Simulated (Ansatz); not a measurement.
Base system: Ge in the diamond structure (space group Fd-3m, No. 227; a = 5.762 Å). Axes: x, y, z lie along the cube axes.

Level of theory: plane-wave PAW DFT at the PBE level (Ansatz, a first-principles code, 420 eV), scalar-relativistic without spin-orbit coupling.

The change: every lattice vector is stretched by 1.50 %; the atoms relax in the strained cell.

### Question
Predict the stress tensor and what it implies for the stiffness.

### Answer
Stress of the strained cell less that of the base (GPa, compression positive):
```
   -2.3     0.0     0.0
    0.0    -2.3     0.0
    0.0     0.0    -2.3
```

Then B = −ΔP/(ΔV/V₀) with ΔV/V₀ = 0.0457 gives secant stiffness values (nonlinear terms included at this strain): B ≈ 51 GPa.

As a check, the harmonic strain energy −½ V₀ Δσ:ε is 7.9 meV/atom; the computed energy rise is 8.4 meV/atom.

Whether these cells are dynamically stable was not tested.
